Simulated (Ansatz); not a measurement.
The starting structures come from a database of crystals and need not be the phases stable at ambient conditions.

Input:

```yaml
crystal:
  lattice:
    - [4.76435, 0.00000, 0.00000]
    - [0.00000, 8.34113, 0.00000]
    - [-2.35773, 0.00000, 6.35958]
  atoms:
    - { symbol: Ti, position: [0.00000, 0.50000, 0.50000] }
    - { symbol: Ti, position: [0.50000, 0.00000, 0.00000] }
    - { symbol: Se, position: [0.30956, 0.64171, 0.17625] }
    - { symbol: Se, position: [0.69044, 0.35829, 0.82375] }
    - { symbol: Se, position: [0.19044, 0.14171, 0.32375] }
    - { symbol: Se, position: [0.80956, 0.85829, 0.67625] }
    - { symbol: O, position: [0.25818, 0.15402, 0.09252] }
    - { symbol: O, position: [0.74182, 0.84598, 0.90748] }
    - { symbol: O, position: [0.24182, 0.65402, 0.40748] }
    - { symbol: O, position: [0.75818, 0.34598, 0.59252] }
    - { symbol: O, position: [0.84956, 0.05202, 0.25059] }
    - { symbol: O, position: [0.15044, 0.94798, 0.74941] }
    - { symbol: O, position: [0.65044, 0.55202, 0.24941] }
    - { symbol: O, position: [0.34956, 0.44798, 0.75059] }
    - { symbol: O, position: [0.91033, 0.66146, 0.67146] }
    - { symbol: O, position: [0.08967, 0.33854, 0.32854] }
    - { symbol: O, position: [0.58967, 0.16146, 0.82854] }
    - { symbol: O, position: [0.41033, 0.83854, 0.17146] }
```

Space group of this cell: P2_1/c. The cell is taken as given; by r2SCAN its mean pressure is -0.7 GPa.

Transport runs along the normal of the first two printed cell vectors.

The gap is the functional's own. No spin-orbit coupling. Mid-gap values are interpolated on the energy grid.

Q: Compute, with Ansatz (an electronic-structure program) with r2SCAN, the band gap and the smallest decay constant κ at mid-gap.

A: Gap 2.91 eV on a 8×4×6 mesh; κ = 0.422 1/Å, at (0.500, 0.000) of the in-plane reciprocal vectors. At the zone centre, at the nearest computed energy, the slowest state has κ = 0.44 1/Å.
